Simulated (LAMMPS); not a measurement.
Consider Pd (fcc), 2048 atoms, at 1920 K and 0 GPa, heated as the crystal in molecular dynamics.

Method: classical MD, pair style meam, file library.meam (library.meam-Pd), run in LAMMPS.

Starting crystal:

Space group Fm-3m (No. 225); a = 3.8900 Å, b = 3.8900 Å, c = 3.8900 Å, α = 90.00°, β = 90.00°, γ = 90.00°

```csv
atom,site,symmetry,x,y,z
Pd,4a,m-3m,0.0000,0.0000,0.0000
```

Q: Estimate the state found, the density, the volume per atom for this model.

A: state found: crystal; no diffusion seen in 30 ps; density: 11.6103 ± 0.0005 g/cm³; volume per atom: 15.2206 ± 0.0007 Å³/atom.

Caution: the potential MEAM library.meam-Pd is a first-neighbour MEAM set with a 4 Å cutoff, used here without a parameter file and away from the static properties it was fitted to. Caution: this crystal lies over the melting point of about 1630 K that MEAM library.meam-Pd gives, so it is superheated.
